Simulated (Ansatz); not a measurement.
The parent structure is BP (space group P4_2/mnm, No. 136; a = 5.532 Å, c = 3.187 Å; a hypothetical phase, not in the database extracts checked). Axes: x, y, z lie along a, b, c of the conventional cell.

Computed with PBEsol (Ansatz, a program for electronic structure, PAW, no spin-orbit coupling).

Before the change:

* **Width of the top valence band**: 3.72 eV
* **Valence-band top at Γ**: 0.00, 0.00, -0.38 eV

Now apply this change: compressive biaxial strain of 0.51 % in the plane normal to [001], as in epitaxy on a mismatched substrate; the out-of-plane cell vector and the atoms relax.

What happens to the out-of-plane strain?

The out-of-plane strain is +0.12 %.

Predict the new width of the top valence band.

The width of the top valence band increases by 0.05 eV to 3.77 eV.

What happens to the valence-band top at Γ?

The valence-band top at Γ (three highest levels, from the VBM) changes from 0.00, 0.00, -0.38 eV to 0.00, 0.00, -0.46 eV.

The levels and masses belong to the bands next to the band gap. Whether these cells are dynamically stable was not tested.
